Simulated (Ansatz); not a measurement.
Start from AlN in the wurtzite structure (space group P6_3mc, No. 186; a = 3.114 Å, c = 4.983 Å). Axes: x lies along a and z along c of the hexagonal cell.

Computed with PBEsol (Ansatz, an electronic-structure program; PAW; 420 eV plane waves; scalar-relativistic without spin-orbit coupling).

For the base:

Shortest interatomic distance: 1.891 Å

It is then changed as follows: the cell is stretched by 1.20 % along x with no lateral relaxation; the atoms relax in the strained cell.

**Question.** Estimate the effect on the energy relative to the base, shortest interatomic distance and stress.

**Answer.** The energy rises by 1.7 meV/atom; the shortest interatomic distance rises by 0.0062 Å, from 1.891 Å to 1.898 Å; the stress (xx, yy, zz, yz, xz, xy; compression positive) amounts to (-4.41, -1.60, -1.24, 0.00, 0.00, 0.00) GPa.

Whether these cells are dynamically stable was not tested.
